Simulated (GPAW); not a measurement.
## Short convergence ladders for Te (P3_121, 3 atoms in the cell)

```
CELL_PARAMETERS angstrom
      2.21885    -3.84316     0.00000
      2.21885     3.84316     0.00000
      0.00000     0.00000     5.90035
ATOMIC_POSITIONS crystal
  Te 0.00000 0.26300 0.66667
  Te 0.73700 0.73700 0.00000
  Te 0.26300 0.00000 0.33333
```

Base method: LDA (Perdew-Wang 92), GPAW PAW datasets LDA (gpaw-data 1.0.1) (plane waves; GPAW 25.7.0).

Base settings: mode = pw; ecut = 550 eV; xc = LDA; kpts = 5 5 2; mesh shift (steps) = 0 0 0; occupations.name = fermi-dirac; occupations.width = 0.02 eV; nbands = -6; convergence.bands = -4; symmetry.symmorphic = false.

The count of work is k-points × plane waves × bands × iterations; it is no time. Core times come from one kind of shared machine, to one figure; runs under 30 s give none.

**The force threshold of a relaxation**

On Te (C2, 3 atoms in the cell): one atom moved by 0.15 angstrom.

In this ladder: convergence.density = 1e-05 e/electron; optimizer = LBFGS.

The mesh stays at the base's, so the ladder's end is converged at best in this setting alone.

Only quantities that move along the ladder and can be compared are tabulated; the gap is left out on so coarse a mesh.

| fmax | free energy less the last step's (meV/atom) | largest force left (eV/Å) | relaxation steps |
|---|---|---|---|
| 0.2 eV/Å | 2.14 | 0.1788 | 2 |
| 0.1 eV/Å | 0.61 | 0.0968 | 5 |
| 0.05 eV/Å | 0.13 | 0.0448 | 7 |
| 0.03 eV/Å | 0.04 | 0.0207 | 10 |
| 0.02 eV/Å | 0.01 | 0.0145 | 11 |
| 0.01 eV/Å | 0.00 | 0.0044 | 12 |
| 0.005 eV/Å | 0.00 | 0.0044 | 12 |
| 0.002 eV/Å | 0.00 | 0.0014 | 13 |
| 0.001 eV/Å | 0.00 | 0.0007 | 14 |

Coarsest fmax that holds the free energy within 1 meV/atom of the last step, with all finer ones: 0.1 eV/Å; the step before is off by 2.1 meV/atom.

Coarsest fmax that holds the largest force left within 0.01 eV/Å of the last step, with all finer ones: 0.01 eV/Å; the step before is off by 0.014 eV/Å.

**The size of the supercell around a displaced atom**

On Te (P3_121, 6 atoms in the cell), and larger cells.

Steps: 2 x 1 x 1 supercell, one Te atom moved by 0.02 angstrom along z; 2 x 2 x 1 supercell, one Te atom moved by 0.02 angstrom along z; and so on, with the mesh thinned in proportion.

Only quantities that move along the ladder and can be compared are tabulated.

| atoms | largest change of a force by the displacement (eV/Å) | count of work / last | core time / last (rough) |
|---|---|---|---|
| 6 | 0.1042 | 0.086 | – |
| 12 | 0.1081 | 0.35 | 0.2 |
| 24 | 0.1072 | 0.53 | 0.5 |
| 36 | 0.1082 | 1.0 | 1 |

Smallest size that holds the largest change of a force by the displacement within 0.002 eV/Å: not settled: the last two steps still differ by 0.0011 eV/Å, over half the tolerance, so the ladder does not show it.

On the base run: the starting cell has typed, rounded lattice constants, without a prior relaxation at this level. Its lattice was rescaled by up to half a per cent.
